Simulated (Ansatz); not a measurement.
# Cu in the fcc (Cu type) structure (space group Fm-3m, No. 225)

```
Cu
1.0
    0.00000     1.78838     1.78838
    1.78838     0.00000     1.78838
    1.78838     1.78838     0.00000
Cu
1
Direct
  0.00000   0.00000   0.00000
```

Level of theory: Ansatz (a quantum-chemistry and plane-wave program), r2SCAN, PAW, cutoff 500 eV, without spin-orbit coupling. Settings: 22×22×22 k-points, 0.05 eV Fermi–Dirac smearing.

| Quantity | Value |
|---|---|
| Volume per atom | 11.44 Å³ |
| Density | 9.22 g/cm³ |
| Band gap | zero |
| Total energy | -6631.239 eV/atom (σ→0; compares only within this code and set-up) |

Whether these cells are dynamically stable was not tested. All final runs are without spin polarisation.
